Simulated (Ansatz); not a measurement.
The reference is ZrO$_{2}$ (space group Pca2_1, No. 29; a = 5.324 Å, b = 5.098 Å, c = 5.128 Å).

All numbers come from plane-wave PAW DFT at the PBE level (Ansatz, a first-principles code, 420 eV), scalar-relativistic without spin-orbit coupling.

Before the change:

- Pressure: 0.00 GPa
- Valence-band top at Γ: 0.00, -0.12, -0.25 eV

It is then changed as follows: an isotropic linear strain of +0.30 %, atoms relaxed at fixed cell.

Problem. What does the calculation give for the pressure after the change?

Solution. The pressure (mean of the normal stresses, compression positive) goes from zero to -1.59 GPa.

Problem. How does this affect the valence-band top at Γ?

Solution. The valence-band top at Γ (three highest levels, from the VBM) changes from 0.00, -0.12, -0.25 eV to 0.00, -0.12, -0.26 eV.

The levels and masses belong to the bands next to the band gap. Whether these cells are dynamically stable was not tested. This is not the structure that ZrO2 has at room temperature and ambient pressure.
